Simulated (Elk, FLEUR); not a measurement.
A FLEUR input for a self-consistent single point of CdTe (F-43m, 2 atoms in the cell) (DFT, PBE, all-electron FLAPW (FLEUR), scalar-relativistic valence):

Input of the input generator:

```
scf CdTe
&input film=f /
0.0000000000 3.2400000000 3.2400000000
3.2400000000 0.0000000000 3.2400000000
3.2400000000 3.2400000000 0.0000000000
1.8897261246
1.0 1.0 1.0

2
48 0.0000000000 0.0000000000 0.0000000000
52 0.2500000000 0.2500000000 0.2500000000

&comp jspins=1 /
&kpt div1=5 div2=5 div3=5 /
&end /
```

```xml
<?xml version="1.0" encoding="UTF-8" standalone="no"?>
<fleurInput fleurInputVersion="0.39">
   <comment>
      scf CdTe                                                                                            
   </comment>
   <calculationSetup>
      <cutoffs Kmax="4.1" Gmax="16.4" GmaxXC="16.4" numbands="0"/>
      <scfLoop itmax="60" minDistance="0.00001" maxIterBroyd="15" imix="Anderson" alpha="0.05" precondParam="0.0" spinf="2.0"/>
      <coreElectrons ctail="T" frcor="F" kcrel="0" coretail_lmax="0"/>
      <xcFunctional name="pbe" relativisticCorrections="F"/>
      <magnetism jspins="1"/>
      <soc l_soc="F" theta="0.0" phi="0.0" spav="F"/>
      <expertModes spex="0" secvar="F"/>
      <geometryOptimization l_f="T" forcealpha="1.0" forcemix="BFGS" epsdisp="0.00001" epsforce="0.00001"/>
      <ldaU l_linMix="F" mixParam="0.05" spinf="1.0"/>
   </calculationSetup>
   <cell>
      <bzIntegration valenceElectrons="34.0" mode="hist" fermiSmearingEnergy="0.00183747">
         <kPointListSelection listName="default-1"/>
         <!-- k-points included here -->
         <xi:include xmlns:xi="http://www.w3.org/2001/XInclude" href="kpts.xml"> </xi:include>
      </bzIntegration>
      <!-- symmetry operations included here -->
      <xi:include xmlns:xi="http://www.w3.org/2001/XInclude" href="sym.xml"> </xi:include>
      <bulkLattice scale="1.0">
         <bravaisMatrix>
            <row-1>    0.0000000000000000     6.1227126437040003     6.1227126437040003</row-1>
            <row-2>    6.1227126437040003     0.0000000000000000     6.1227126437040003</row-2>
            <row-3>    6.1227126437040003     6.1227126437040003     0.0000000000000000</row-3>
         </bravaisMatrix>
      </bulkLattice>
   </cell>
   <atomSpecies>
      <species name="Cadmium (Cd)" element="Cd" atomicNumber="48">
         <mtSphere radius="2.47" gridPoints="853" logIncrement="0.015"/>
         <atomicCutoffs lmax="10" lnonsphr="8"/>
         <electronConfig flipSpins="F">
            <coreConfig>(1s1/2) (2s1/2) (2p1/2) (2p3/2) (3s1/2) (3p1/2) (3p3/2) (4s1/2) (3d3/2) (3d5/2)</coreConfig>
            <valenceConfig>(4p1/2) (4p3/2) (5s1/2) (4d3/2) (4d5/2)</valenceConfig>
         </electronConfig>
         <energyParameters s="5" p="5" d="4" f="4"/>
         <lo type="SCLO" l="1" n="4" eDeriv="0"/>
      </species>
      <species name="Tellurium (Te)" element="Te" atomicNumber="52">
         <mtSphere radius="2.47" gridPoints="853" logIncrement="0.015"/>
         <atomicCutoffs lmax="10" lnonsphr="8"/>
         <electronConfig flipSpins="F">
            <coreConfig>(1s1/2) (2s1/2) (2p1/2) (2p3/2) (3s1/2) (3p1/2) (3p3/2) (4s1/2) (3d3/2) (3d5/2) (4p1/2) (4p3/2)</coreConfig>
            <valenceConfig>(5s1/2) (4d3/2) (4d5/2) (5p1/2) (5p3/2)</valenceConfig>
            <stateOccupation state="(5p1/2)" spinUp="0.6666666666667" spinDown="0.6666666666667"/>
            <stateOccupation state="(5p3/2)" spinUp="1.3333333333333" spinDown="1.3333333333333"/>
         </electronConfig>
         <energyParameters s="5" p="5" d="5" f="4"/>
         <lo type="SCLO" l="2" n="4" eDeriv="0"/>
      </species>
   </atomSpecies>
   <atomGroups>
      <atomGroup species="Cadmium (Cd)">
         <relPos label="                   1">.0000000000 .0000000000 .0000000000</relPos>
         <force calculate="T" relaxXYZ="TTT"/>
      </atomGroup>
      <atomGroup species="Tellurium (Te)">
         <relPos label="                   2">1.000/4.000 1.000/4.000 1.000/4.000</relPos>
         <force calculate="T" relaxXYZ="TTT"/>
      </atomGroup>
   </atomGroups>
   <output dos="F" band="F" slice="F">
      <checks vchk="F" cdinf="F"/>
      <bandDOS minEnergy="-.5*Htr" maxEnergy="0.5*Htr" sigma="0.015" storeEVData="T"/>
      <vacuumDOS vacdos="F" integ="F" star="F" nstars="0" locx1="0.0" locy1="0.0" locx2="0.0" locy2="0.0" nstm="0" tworkf="0.0"/>
      <unfoldingBand unfoldBand="F" supercellX="1" supercellY="1" supercellZ="1"/>
      <plotting iplot="0" polar="F">
         <plot TwoD="T" vec1="  1.0  0.0  0.0" vec2="  0.0  1.0  0.0" vec3="  0.0  0.0  1.0" zero="  0.0  0.0  0.0" file="plot"/>
      </plotting>
      <chargeDensitySlicing numkpt="0" minEigenval="0.0" maxEigenval="0.0" nnne="0" pallst="F"/>
      <specialOutput eonly="F"/>
      <magneticCircularDichroism mcd="F" energyLo="-10.0" energyUp="0.0"/>
   </output>
  <!-- We include the file relax.xml here to enable relaxations (see documentation) -->
  <xi:include xmlns:xi="http://www.w3.org/2001/XInclude" href="relax.xml"> <xi:fallback/> </xi:include>
</fleurInput>
```

Problem. Give the Elk input for the same structure, mesh, smearing and functional.

Solution. This is the input that was run; spellings and numerical settings could be chosen otherwise.

```
tasks
  0

xctype
  20

rgkmax
  7.0

rmtscf
  0.96

stype
  3

swidth
  0.00183747

avec
    0.0000000000    6.1227126438    6.1227126438
    6.1227126438    0.0000000000    6.1227126438
    6.1227126438    6.1227126438    0.0000000000

atoms
  2   : nspecies
  'Cd.in'   : spfname
  1   : natoms; atposl, bfcmt below
  0.0000000000  0.0000000000  0.0000000000    0.0 0.0 0.0
  'Te.in'   : spfname
  1   : natoms; atposl, bfcmt below
  0.2500000000  0.2500000000  0.2500000000    0.0 0.0 0.0

ngridk
  5 5 5
```

Basis, cutoffs, solver keys and any potentials are the target program's own. This input uses DFT, PBE, all-electron FP-LAPW, Elk's shipped species files, default APW+lo basis.

The starting cell has typed, rounded lattice constants, without a prior relaxation at this level.
